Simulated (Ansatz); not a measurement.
Base system: Ta in the bcc (W type) structure (space group Im-3m, No. 229; a = 3.2819 Å).

Calculations: PBEsol (Ansatz, a program for electronic structure, PAW, scalar-relativistic without spin-orbit coupling), earlier PAW set.

One change was made to it. Results:

```json
[
 {"quantity": "density", "base": "17.00 g/cm³", "after": "6.53 g/cm³"},
 {"quantity": "shortest interatomic distance", "base": "2.842 Å", "after": "2.563 Å"}
]
```

Problem. What was done to the base?
A. Ta → Re
B. Ta → V
C. Ta → Al

Solution. B, Ta → V. For comparison, the density in the other runs: Ta → Al gives 2.70 g/cm³; Ta → Re gives 21.06 g/cm³.

Stability against distortions was not tested. For Al and Re in this form, whether it has been made was not checked. Starting moments died away, wholly or in part, for Ta → V; another magnetic solution may exist. The final runs are not spin-polarised. This is not the structure that Al has at room temperature and ambient pressure. This is not the structure that Re has at room temperature and ambient pressure.
